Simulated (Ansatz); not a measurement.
How far to go with the k-point mesh: TiO₂ (Imm2, 6 atoms in the cell)

```xyz
6
Lattice="-1.8830 1.8830 4.7312 1.8830 -1.8830 4.7312 1.8830 1.8830 -4.7312" Properties=species:S:1:pos:R:3 pbc="T T T"
Ti     0.0000     1.8830     2.4156
Ti     0.0000     0.0000     0.0000
O      0.0000     1.8830     0.3974
O      0.0000     0.0000     7.4943
O      0.0000     0.0000     1.9682
O      0.0000     1.8830     4.3338
```

Method of the run: LDA (PW92), default PAW files made with PBE (plane waves; Ansatz, a quantum-chemistry and plane-wave program).

Base settings: basis.ecutwfc = 30.9 Ry; kpoints.mp_grid.grid = 9 9 9; hamiltonian.xc = lda; hamiltonian.pseudopotentials = {kind: paw} (the program's default PAW files); scf.occupations.method = fermi_dirac; scf.occupations.width = 0.0015 Ry.

The second cell is the first with its lattice scaled by 0.98.

Only quantities that move along the ladder and can be compared are tabulated.

The count of work is k-points × plane waves × bands × iterations; it is no time. 

The starting cell has typed, rounded lattice constants, without a prior relaxation at this level. Its lattice was rescaled by up to half a per cent. One atom was moved a little off its site on purpose. In the base run, with a pressure of about -3 GPa the cell is away from its equilibrium volume at this level. Ansatz's pressure includes its estimate of the finite-basis (Pulay) stress.

```tsv
kpoints.mp_grid.grid	free energy less the last step's (meV/atom)	energy of the compressed cell less the first (meV/atom)	pressure (GPa)	largest difference of a force vector from the last step's (eV/Å)	gap on the mesh (eV)	count of work / last
2 2 2	-13.85	11.80	-4.34	0.311	2.060	0.0018
3 3 3	-2.40	15.61	-3.41	0.106	2.171	0.0029
4 4 4	1.01	16.69	-3.24	0.008	2.086	0.0066
5 5 5	0.17	16.63	-3.23	0.005	2.066	0.0098
6 6 6	-0.04	16.72	-3.23	0.001	2.089	0.017
7 7 7	0.00	16.67	-3.24	0.000	2.050	0.023
8 8 8	-0.01	16.69	-3.24	0.000	2.089	0.035
9 9 9	-0.01	16.69	-3.23	0.000	2.049	0.046
10 10 10	0.01	16.65	-3.23	0.000	2.067	0.062
11 11 11	0.02	16.66	-3.23	0.000	2.052	0.079
12 12 12	0.00	16.67	-3.23	0.000	2.055	0.10
13 13 13	0.01	16.67	-3.23	0.000	2.055	0.12
14 14 14	0.00	16.66	-3.23	0.000	2.050	0.16
16 16 16	-0.01	16.67	-3.23	0.000	2.049	0.23
18 18 18	-0.01	16.68	-3.23	0.000	2.049	0.32
20 20 20	0.00	16.67	-3.23	0.000	2.050	0.42
22 22 22	0.00	16.67	-3.23	0.000	2.052	0.56
24 24 24	0.00	16.67	-3.23	0.000	2.053	0.72
27 27 27	0.00	16.67	-3.23	0.000	2.049	1.0
```

Coarsest kpoints.mp_grid.grid that holds the free energy within 0.5 meV/atom of the last step, with all finer ones: 5 5 5, at 0.0098 of the last step's count of work; the step before is off by 1.0 meV/atom.

Coarsest kpoints.mp_grid.grid that holds the forces within 0.01 eV/Å of the last step, with all finer ones: 4 4 4, at 0.0066 of the last step's count of work; the step before is off by 0.11 eV/Å.

The energy difference between the two cells stays within 1 meV/atom of the last step's from 4 4 4 on, the total only from 5 5 5 on: much of the error is common to both cells and cancels.

The gap on the mesh jumps up and down from mesh to mesh; it is no smooth measure of convergence.

Keys are those of Ansatz 0.2.
